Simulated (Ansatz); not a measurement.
The starting structures come from a database of crystals and need not be the phases stable at ambient conditions.

 Where the default PAW files enter, the runs use the earlier of Ansatz's two default sets.

Tunnelling through a barrier is set by its complex band structure: the current falls as exp(−2κd) with the smallest κ.

Input:

```xyz
8
Lattice="3.2985 0.0000 0.0000 0.0000 4.5905 0.0000 0.0000 0.0000 5.3021" Properties=species:S:1:pos:R:3 pbc="T T T"
In     0.0000     1.2489     0.0019
In     1.6492     3.3416     2.6529
H      0.0000     0.9131     2.5403
H      1.6492     3.6775     5.1914
O      0.0000     2.1905     3.3855
O      1.6492     2.4000     0.7344
O      0.0000     0.0846     1.9301
O      1.6492     4.5060     4.5812
```

Space group of this cell: Pmn2_1. The cell is taken as given; by r2SCAN its mean pressure is -0.5 GPa.

Transport runs along the normal of the first two printed cell vectors.

The gap is the functional's own, uncorrected, and κ follows it; spin-orbit coupling is left out. Mid-gap values are interpolated between the computed energies.

Problem. Estimate the band gap and the smallest decay constant κ at mid-gap that Ansatz (a quantum-chemistry and plane-wave program) with r2SCAN returns for this system.

Solution. Gap 2.55 eV on a 10×8×6 mesh; κ = 0.227 1/Å, at the zone centre.
